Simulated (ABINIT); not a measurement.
## A self-consistent single point of HgPt3 (Cmmm, 4 atoms in the cell) with ABINIT

Level of theory: LDA (PW92), PAW (JTH v2.0 LDA PAW) (plane waves; ABINIT).

Input:

```
# HgPt3, JTH v2.0 LDA PAW
pp_dirpath "./"
pseudos "Hg.LDA_PW-JTH.xml, Pt.LDA_PW-JTH.xml"
acell 9.5313040496 9.5313040496 5.6210753954
rprim
         0.5915145784   -0.8062943033    0.0000000000
         0.5915145784    0.8062943033    0.0000000000
         0.0000000000    0.0000000000    1.0000000000
natom 4
ntypat 2
znucl 80 78
typat 1 2 2 2
xcart
         0.0000000000    0.0000000000    0.0000000000
         5.6379052962    0.0000000000    0.0000000000
         2.8189526481    3.8425180792    2.8105376977
         2.8189526481   -3.8425180792    2.8105376977
ecut 571 eV
pawecutdg 1143 eV
pawxcdev 0
occopt 7
tsmear 0.2 eV
nband 28
kptopt 1
ngkpt 6 6 9
nshiftk 1
shiftk 0 0 0
nstep 80
toldfe 1.0e-09
prtwf 0
prtden 0
enunit 2
```

The program printed (abridged):

```
 Symmetries : space group Cm m m (# 65); Bravais oC (1-face-center ortho.)

 -outvars: echo values of preprocessed input variables --------
            acell      9.5313040496E+00  9.5313040496E+00  5.6210753954E+00 Bohr
             ecut      2.09838648E+01 Hartree
           enunit           2
              ixc       -1012
         kptrlatt        6    0    0      0    6    0      0    0    9
          kptrlen      5.05896786E+01
            natom           4
            nband          28
            ngfft          40      40      24
          ngfftdg          60      60      36
             nkpt          65
            nstep          80
             nsym           8
           ntypat           2
           occopt           7
        pawecutdg      4.20044789E+01 Hartree
         pawxcdev           0
            rprim      5.9151457840E-01 -8.0629430330E-01  0.0000000000E+00
                       5.9151457840E-01  8.0629430330E-01  0.0000000000E+00
                       0.0000000000E+00  0.0000000000E+00  1.0000000000E+00
          spgroup          65
           toldfe      1.00000000E-09 Hartree
           tsmear      7.34986508E-03 Hartree
            typat      1  2  2  2
           useylm           1
             xred      0.0000000000E+00  0.0000000000E+00  0.0000000000E+00
                       5.0000000000E-01  5.0000000000E-01  0.0000000000E+00
                       0.0000000000E+00  5.0000000000E-01  5.0000000000E-01
                       5.0000000000E-01  0.0000000000E+00  5.0000000000E-01
            znucl       80.00000   78.00000

== DATASET  1 ==================================================================

 Real(R)+Recip(G) space primitive vectors, cartesian coordinates (Bohr,Bohr^-1):
 R(1)=  5.6379053 -7.6850362  0.0000000  G(1)=  0.0886854 -0.0650615  0.0000000
 R(2)=  5.6379053  7.6850362  0.0000000  G(2)=  0.0886854  0.0650615  0.0000000
 R(3)=  0.0000000  0.0000000  5.6210754  G(3)=  0.0000000  0.0000000  0.1779019
 Unit cell volume ucvol=  4.8709436E+02 bohr^3
 Angles (23,13,12)=  9.00000000E+01  9.00000000E+01  1.07470878E+02 degrees

 Coarse grid specifications (used for wave-functions):

 getcut: wavevector=  0.0000  0.0000  0.0000  ngfft=  40  40  24
         ecut(hartree)=     20.984   => boxcut(ratio)=   2.03517

 Fine grid specifications (used for densities):

 getcut: wavevector=  0.0000  0.0000  0.0000  ngfft=  60  60  36
         ecut(hartree)=     42.004   => boxcut(ratio)=   2.15767

   5.61370147E+03                                ecore*ucvol(ha*bohr**3)

_setup2: Arith. and geom. avg. npw (full set) are    2236.231    2236.219

--- !BeginCycle
solver: {iscf: 17, nstep: 80, nline: 4, wfoptalg: 10, }
tolerances: {toldfe: 1.00E-09, }
...

     iter   Etot(hartree)      deltaE(h)  residm     nres2
 ETOT  1  -123.56750768699    -1.236E+02 1.793E-01 4.117E+01
 ETOT  2  -124.10656769184    -5.391E-01 4.044E-02 3.759E+01
 ETOT  3  -123.93498026511     1.716E-01 1.431E-02 8.680E+00
 ETOT  4  -123.95140809424    -1.643E-02 4.453E-03 5.756E+00
 ETOT  5  -123.95311161446    -1.704E-03 2.524E-03 6.155E+00
 ETOT  6  -123.95257695580     5.347E-04 1.895E-03 6.582E+00
   [... 29 lines left out ...]
 ETOT 36  -123.92859843231    -2.925E-10 6.038E-06 2.952E-06
 ETOT 37  -123.92859842904     3.274E-09 6.794E-06 1.186E-06
 ETOT 38  -123.92859842696     2.073E-09 4.361E-06 1.102E-07
 ETOT 39  -123.92859842700    -3.278E-11 5.065E-06 1.491E-08
 ETOT 40  -123.92859842709    -9.302E-11 3.535E-06 1.697E-08

 At SCF step   40, etot is converged :
  for the second time, diff in etot=  9.302E-11 < toldfe=  1.000E-09

 Cartesian components of stress tensor (hartree/bohr^3)
  sigma(1 1)=  7.75297345E-04  sigma(3 2)=  0.00000000E+00
  sigma(2 2)=  8.09936139E-04  sigma(3 1)=  0.00000000E+00
  sigma(3 3)=  8.34380808E-04  sigma(2 1)=  0.00000000E+00

 ----iterations are completed or convergence reached----

 reduced coordinates (array xred) for    4 atoms
       0.000000000000      0.000000000000      0.000000000000
       0.500000000000      0.500000000000      0.000000000000
       0.000000000000      0.500000000000      0.500000000000
       0.500000000000      0.000000000000      0.500000000000
 cartesian forces (eV/Angstrom) at end:
    1     -0.00000000000000    -0.00000000000000    -0.00000000000000
    2     -0.00000000000000    -0.00000000000000    -0.00000000000000
    3     -0.00000000000000    -0.00000000000000    -0.00000000000000
    4     -0.00000000000000    -0.00000000000000    -0.00000000000000
 frms,max,avg= 0.0000000E+00 0.0000000E+00   0.000E+00  0.000E+00  0.000E+00 e/A
 length scales=  9.531304049600  9.531304049600  5.621075395400 bohr
              =  5.043748871190  5.043748871190  2.974544987012 angstroms
 Fermi (or HOMO) energy (hartree) =   0.24057   Average Vxc (hartree)=  -0.43106
 Eigenvalues (hartree) for nkpt=  65  k points:
 kpt#   1, nband= 28, wtk=  0.00309, kpt=  0.0000  0.0000  0.0000 (reduced coord)
  -0.09868   -0.05090   -0.03646   -0.02647    0.00517    0.00972    0.03102    0.08339
   0.08385    0.11132    0.13144    0.13935    0.15776    0.16749    0.19909    0.20885
   0.21118    0.21693    0.21710    0.22748    0.24276    0.24504    0.24958    0.31154
   0.35694    0.38341    0.48590    0.59846
      occupation numbers for kpt#   1
   2.00000    2.00000    2.00000    2.00000    2.00000    2.00000    2.00000    2.00000
   2.00000    2.00000    2.00000    2.00000    2.00000    2.00000    2.00000    2.00000
   2.00000    1.99999    1.99999    1.98819    0.67357    0.38985    0.08296    0.00000
   0.00000    0.00000    0.00000    0.00000
 prteigrs : prtvol=0 or 1, do not print more k-points.

 Fermi (or HOMO) energy (eV) =   6.54616   Average Vxc (eV)= -11.72973
 Eigenvalues (   eV  ) for nkpt=  65  k points:
 kpt#   1, nband= 28, wtk=  0.00309, kpt=  0.0000  0.0000  0.0000 (reduced coord)
  -2.68522   -1.38500   -0.99220   -0.72027    0.14069    0.26456    0.84398    2.26918
   2.28172    3.02930    3.57679    3.79192    4.29300    4.55761    5.41742    5.68318
   5.74656    5.90294    5.90763    6.19010    6.60573    6.66776    6.79135    8.47744
   9.71278   10.43325   13.22207   16.28486
 prteigrs : prtvol=0 or 1, do not print more k-points.

--- !EnergyTerms
comment             : Components of total free energy in Hartree
kinetic             :  3.48806529052204E+01
hartree             :  1.31955516123905E+01
xc                  : -1.17274674972637E+01
Ewald energy        : -1.28855176670368E+02
psp_core            :  1.15248747932952E+01
local_psp           : -4.99938949016352E+01
spherical_terms     :  7.05013111981830E+00
internal            : -1.23925328638543E+02
'-kT*entropy'       : -3.08529337621585E-03
total_energy        : -1.23928413931919E+02
total_energy_eV     : -3.37226364266241E+03
...

-Cartesian components of stress tensor (GPa)         [Pressure= -2.3729E+01 GPa]
- sigma(1 1)=  2.28100316E+01  sigma(3 2)=  0.00000000E+00
- sigma(2 2)=  2.38291399E+01  sigma(3 1)=  0.00000000E+00
- sigma(3 3)=  2.45483268E+01  sigma(2 1)=  0.00000000E+00

 Calculation completed.
```

The run converged in 40 iterations.

The starting cell comes from a database of computed structures (which also holds hypothetical and non-ambient phases and stackings), without a prior relaxation at this level. Its lattice was rescaled by a random factor within 2.5 % of one. Spin polarisation is off. With a pressure of about -24 GPa the cell is away from its equilibrium volume at this level.

Cost on one core of a shared machine: roughly 10 min.
